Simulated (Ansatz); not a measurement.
Start from Ge in the diamond structure (space group Fd-3m, No. 227; a = 5.6762 Å).

It is then changed as follows: a hydrostatic pressure of 10 GPa.

Levels (all Ansatz, a program for electronic structure, PAW): PBEsol (420 eV, no spin-orbit coupling); r2SCAN (500 eV, no SOC).

The geometry is relaxed with PBEsol.

| Quantity | Value |
|---|---|
| PBEsol smallest direct gap | 0.96 eV |
| PBEsol width of the top valence band | 4.46 eV |
| PBEsol band gap | 0.32 eV |
| PBEsol pressure | 10.00 GPa |

Task: How does going to r2SCAN change the smallest direct gap, width of the top valence band, band gap and pressure?

Result: The smallest direct gap grows by 0.53 eV (0.96 eV → 1.49 eV); the width of the top valence band rises by 0.13 eV (4.46 eV → 4.59 eV); the band gap goes up by 0.31 eV (0.32 eV → 0.63 eV); the pressure grows by 0.49 GPa, from 10.00 GPa to 10.49 GPa.

Single points use the geometry relaxed with PBEsol. Their cutoffs differ, which shifts pressures a little. Load acts through the strain it causes; cell and atoms are relaxed under it. Whether these cells are dynamically stable was not tested. Tetrahedral semiconductors of this kind turn to denser phases somewhere between about 1 and 50 GPa; those were not computed, so compressed cells here can lie past the real transition. The zero or small gap of Ge can change with the level of theory.
